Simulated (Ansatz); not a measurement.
The parent structure is LiH in the rock salt structure (space group Fm-3m, No. 225; a = 4.005 Å). Axes: x, y, z lie along the cube axes.

All numbers come from r2SCAN/PAW in Ansatz (a quantum-chemistry and plane-wave program), scalar-relativistic without spin-orbit coupling.

Base values:

The band gap is 3.63 eV.

It is then changed as follows: strain tensor (xx, yy, zz, yz, xz, xy) = (−1.61, −1.77, +1.41, +0.62, +0.06, −0.91) %, atoms relaxed at fixed cell.

Task: Estimate the effect on the band gap.

Result: The band gap falls by 0.39 eV, from 3.63 eV to 3.24 eV.

Whether these cells are dynamically stable was not tested.
